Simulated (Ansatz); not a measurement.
Defect migration in anatase TiO2: interstitial Al, charge state +3. All values below come from PBE, PAW (plane waves to 420 eV; Ansatz, an electronic-structure program).

Cell of 108 host sites held at the relaxed PBE lattice; the Γ point alone; Fermi-Dirac width 0.01 eV, spin-restricted; finite-size errors left in. Energies are static. The charge state is imposed; whether it is stable for some Fermi level was not computed. Sites that were not tried may lie lower.

Barriers: single points on a 2×2×2 k-point mesh shifted by half a step at the bands' geometries.

The step: a concerted move, in which Al travels most. Atoms about the jump, Cartesian Å from the middle of the jump, before and after:

```json
[
 {"atom": "Al1", "x0": "-0.48", "y0": "0.00", "z0": "0.40", "x1": "0.48", "y1": "0.00", "z1": "-0.40"},
 {"atom": "O2", "x0": "1.19", "y0": "0.00", "z0": "1.14", "x1": "1.46", "y1": "0.00", "z1": "1.17"},
 {"atom": "O3", "x0": "-0.48", "y0": "0.00", "z0": "-1.46", "x1": "-0.50", "y1": "0.00", "z1": "-1.97"},
 {"atom": "O4", "x0": "-0.48", "y0": "1.84", "z0": "0.45", "x1": "-0.47", "y1": "1.56", "z1": "0.31"},
 {"atom": "O5", "x0": "-0.48", "y0": "-1.84", "z0": "0.45", "x1": "-0.47", "y1": "-1.56", "z1": "0.31"},
 {"atom": "O6", "x0": "1.43", "y0": "2.02", "z0": "-1.17", "x1": "1.42", "y1": "1.56", "z1": "-1.11"},
 {"atom": "O7", "x0": "1.43", "y0": "-2.02", "z0": "-1.17", "x1": "1.42", "y1": "-1.56", "z1": "-1.11"},
 {"atom": "Ti8", "x0": "-0.47", "y0": "1.98", "z0": "-1.64", "x1": "-0.62", "y1": "2.05", "z1": "-1.72"},
 {"atom": "Ti9", "x0": "-0.47", "y0": "-1.98", "z0": "-1.64", "x1": "-0.62", "y1": "-2.05", "z1": "-1.72"},
 {"atom": "Ti10", "x0": "1.53", "y0": "2.03", "z0": "0.82", "x1": "1.57", "y1": "2.05", "z1": "0.92"},
 {"atom": "Ti11", "x0": "1.53", "y0": "-2.03", "z0": "0.82", "x1": "1.57", "y1": "-2.05", "z1": "0.92"},
 {"atom": "O12", "x0": "-2.14", "y0": "0.00", "z0": "1.14", "x1": "-2.48", "y1": "0.00", "z1": "1.24"}
]
```

Task: Give the saddle-point geometry and the barrier.

Result: 
```json
[
 {"atom": "Al1", "x": "0.15", "y": "0.00", "z": "-0.13"},
 {"atom": "O2", "x": "1.43", "y": "0.00", "z": "1.13"},
 {"atom": "O3", "x": "-0.45", "y": "-0.01", "z": "-1.84"},
 {"atom": "O4", "x": "-0.48", "y": "1.62", "z": "0.38"},
 {"atom": "O5", "x": "-0.48", "y": "-1.63", "z": "0.38"},
 {"atom": "O6", "x": "1.41", "y": "1.77", "z": "-1.10"},
 {"atom": "O7", "x": "1.41", "y": "-1.79", "z": "-1.11"},
 {"atom": "Ti8", "x": "-0.57", "y": "2.05", "z": "-1.71"},
 {"atom": "Ti9", "x": "-0.57", "y": "-2.06", "z": "-1.71"},
 {"atom": "Ti10", "x": "1.60", "y": "2.05", "z": "0.89"},
 {"atom": "Ti11", "x": "1.60", "y": "-2.06", "z": "0.89"},
 {"atom": "O12", "x": "-2.42", "y": "-0.01", "z": "1.24"}
]
```
It lies 1.03 eV above the start and 0.17 eV above the end. The saddle point's order was not checked, and it lies on a symmetry element of the cell, where a band can be held.
